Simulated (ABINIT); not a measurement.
ABINIT run on SnO (P4/nmm, 4 atoms in the cell): relaxation of cell and atoms.

Method: PBEsol, PAW (JTH v2.0 PBE PAW, files made for PBE) (plane waves; ABINIT).

This input was run:

```
# SnO, JTH v2.0 PBE PAW
pp_dirpath "./"
pseudos "Sn.GGA_PBE-JTH.xml, O.GGA_PBE-JTH.xml"
acell 3*1.0 Angstrom
rprim
         3.7810000000    0.0000000000    0.0000000000
         0.0000000000    3.7810000000    0.0000000000
         0.0000000000    0.0000000000    4.8158000000
natom 4
ntypat 2
znucl 50 8
typat 1 1 2 2
xred
         0.5000000000    0.0000000000    0.7620000000
         0.0000000000    0.5000000000    0.2380000000
         0.5000000000    0.5000000000    0.0000000000
         0.0000000000    0.0000000000    0.0000000000
ecut 24 Ry
pawecutdg 48 Ry
pawxcdev 0
ixc -116133
occopt 3
tsmear 0.00073499
nband 27
kptopt 1
ngkpt 3 3 2
nshiftk 1
shiftk 0 0 0
nstep 60
tolvrs 1.0e-11
ionmov 22
ntime 40
tolmxf 2.0e-04
optcell 2
dilatmx 1.08
ecutsm 0.5
prtwf 0
prtden 0
enunit 1
```

Log, with long lists cut:

```
 Write iteration in HIST netCDF file

---OUTPUT-----------------------------------------------------------------------

 Cartesian coordinates (xcart) [bohr]
  3.58368642704291E+00 -4.55712765592635E-28  6.86305475706286E+00
  1.22074778766041E-28  3.58368642704291E+00  2.19008032084894E+00
  3.58368642704291E+00  3.58368642704291E+00  1.51568876108471E-18
   [... lines left out ...]
  1.40742766294950E-29  1.40880344756626E-29  1.73096058332132E-04
 -4.22228298884849E-29 -4.22641034269879E-29 -1.73096058332132E-04
  1.40742766294950E-29  1.40880344756626E-29 -1.39418824251626E-30
  1.40742766294950E-29  1.40880344756626E-29 -1.39418824251626E-30
 Gradient of E wrt nuclear positions in reduced coordinates (gred)
 -1.00875588255137E-28 -1.00974195868290E-28 -1.56706199753489E-03
  3.02626764765411E-28  3.02922587604869E-28  1.56706199753489E-03
 -1.00875588255137E-28 -1.00974195868290E-28  1.26217744835362E-29
 -1.00875588255137E-28 -1.00974195868290E-28  1.26217744835362E-29
 Scale of Primitive Cell (acell) [bohr]
  7.16737285408582E+00  7.16737285408582E+00  9.05313507791181E+00
 Real space primitive translations (rprimd) [bohr]
  7.16737285408582E+00  0.00000000000000E+00  0.00000000000000E+00
  0.00000000000000E+00  7.16737285408582E+00  0.00000000000000E+00
  0.00000000000000E+00  0.00000000000000E+00  9.05313507791181E+00
 Unitary Cell Volume (ucvol) [Bohr^3]=  4.65070717166705E+02
 Angles (23,13,12)= [degrees]
  9.00000000000000E+01  9.00000000000000E+01  9.00000000000000E+01
 Lengths [Bohr]
  7.16737285408582E+00  7.16737285408582E+00  9.05313507791181E+00
 Stress tensor in cartesian coordinates (strten) [Ha/bohr^3]
  1.83721503927269E-05  0.00000000000000E+00  0.00000000000000E+00
  0.00000000000000E+00  1.83721503927391E-05  0.00000000000000E+00
  0.00000000000000E+00  0.00000000000000E+00  4.88533010239087E-05
 Total energy (etotal) [Ha]= -1.71534605655645E+02

 Difference of energy with previous step (new-old):
           Absolute (Ha)=-3.34896E-05
           Relative     =-1.95235E-07
 fconv : at Broyd/MD step   6, gradients have not converged yet.
  max grad (force/stress) = 4.8853E-03 > tolmxf= 2.0000E-04 ha/bohr (free atoms)

--- !Ionmov22Error
src_file: m_pred_bfgs.F90
src_line: 798
mpi_rank: 0
message: |
    Lbfgs routine failed. Returned value: 0
    Restart your calculation from last step or try a different ionmov
...

 abinit_abort: decision taken to exit. Check above messages for more info
Abort(13) on node 0 (rank 0 in comm 0): application called MPI_Abort(MPI_COMM_WORLD, 13) - process 0
```

The program stopped with an error. 

The starting cell has typed, rounded lattice constants, without a prior relaxation at this level. Its lattice was rescaled by up to half a per cent. The potentials were made for another functional than the one used.

Cost on one core of a shared machine: roughly 3 min.
